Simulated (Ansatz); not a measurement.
# TiC, pressure series

Take TiC in the rock salt structure (space group Fm-3m, No. 225; a = 4.3329 Å) as the base.

Cell and atoms are relaxed at each pressure.

Computed with Ansatz (a program for electronic structure) PBE, no spin-orbit coupling.

Notes on the quantities. enthalpy: H = E + PV relative to the base's energy.

```
case              volume per atom       enthalpy
----------------  ---------------  -------------
base                     10.17 Å³              –
pressure −2 GPa          10.25 Å³  -0.13 eV/atom
pressure −1 GPa          10.21 Å³  -0.06 eV/atom
pressure 0.3 GPa         10.16 Å³  +0.02 eV/atom
pressure 0.7 GPa                …  +0.04 eV/atom
pressure 1.5 GPa                …  +0.09 eV/atom
pressure 3 GPa           10.05 Å³  +0.19 eV/atom
pressure 5 GPa                  …  +0.31 eV/atom
pressure 7.5 GPa          9.89 Å³  +0.47 eV/atom
pressure 10 GPa           9.80 Å³  +0.62 eV/atom
```

**Question.** Some entries are withheld; estimate them.

**Answer.** 
- pressure 0.7 GPa, volume per atom: 10.14 Å³
- pressure 1.5 GPa, volume per atom: 10.11 Å³
- pressure 5 GPa, volume per atom: 9.98 Å³

Load acts through the strain it causes; cell and atoms are relaxed under it. Whether these cells are dynamically stable was not tested. No other phases were tried under pressure. The base started in Pnma and relaxed to Fm-3m at this level. The final runs are not spin-polarised.
